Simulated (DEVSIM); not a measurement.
Device: Ru/Al2O3/n-Ge capacitor, at 300 K.

Layer 1 from the left is Al2O3, thickness (nm) 3.10. Layer 2 from the left is Ge, thickness (nm) 520, Nd (cm⁻³) 6.5e16.

Metal gate on the left, work function 4.7 eV. Fixed charge at the semiconductor interface -1.7e10 cm⁻² (in units of +e); no interface traps.

The device is made up for the run: typed textbook-type constants, with dimensions and the other settings drawn at random. Values at 300 K.

Al2O3: gap (eV) 6.8, affinity (eV) 1.35, permittivity 9. Ge: gap (eV) 0.664, affinity (eV) 4, permittivity 16, Nc (cm⁻³) 1.04e19, Nv (cm⁻³) 6e18.

### Question
Estimate by hand the flat-band voltage, the threshold voltage, and compare with a numerical solution.

### Answer

- Flat-band voltage: C = 2.57 μF/cm², work-function difference 0.569 V; VFB = φms − qNf/C = 0.57 V; numerical 0.57 V.
- Threshold voltage: φF = 0.208 V, depletion charge √(4εqNφF) = 1.11e-7 C/cm²; VT = VFB − 2φF − Qd/C = 0.11 V; numerical 0.11 V.

DEVSIM, 1D Poisson equation in equilibrium, Boltzmann statistics, complete ionisation; no quantum confinement or tunnelling. Metal contacts follow the ideal Schottky-Mott rule: no Fermi-level pinning, no interface dipoles.
